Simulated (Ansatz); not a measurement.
Amorphous IGZO (In18Ga18Zn18O72), 126 atoms at 5.78 g/cm³, one PBE-relaxed geometry, zone centre. Methods: PBE, scalar-relativistic without spin-orbit coupling (Ansatz, a program for electronic structure); r2SCAN, scalar-relativistic without spin-orbit coupling (Ansatz). Plane waves to 420 eV (r2SCAN 500 eV). At PBE the levels at the filled edge of the gap are localised (band-tail or defect states), and the nearest spread-out levels lie 0.9 eV apart at the zone centre. All rungs ran without spin polarisation.

The cell was made by melting and quenching with the CHGNet potential and then relaxed with DFT. O atoms were pushed apart under 1.9 Å during the dynamics, to hinder bonds among them. The hot cell started wider than the set density and was brought back towards it in steps. It is the lowest in DFT energy of 4 quenches. It is a model cell: composition and starting density were chosen by hand, and all elements were melted together. No dispersion term was used. Its density started from a set value of 5.90 and ended at 5.78 g/cm³. Cooling (nominally 170 K/ps over its main leg) ran many orders faster than in experiment, which tends to leave more defects and strain. One small periodic cell is one sample of the glass; other quenches scatter about these values. The volume was free in the relaxation, at fixed shape. Stress components on the final sampling reach 1.4 GPa.

The relaxation ran on the zone centre alone. At PBE the level gap is 0.60 eV on a 2×2×2 Γ-centred mesh, and the spacing at the zone centre alone 0.60 eV.

Q: What zone-centre spacing does r2SCAN give, roughly?

A: 1.02 eV (+0.41 eV against PBE).

The highest filled and the lowest empty state spread over these numbers of atoms (participation numbers): PBE: 9.4 and 115.9; r2SCAN: 8.6 and 113.6.
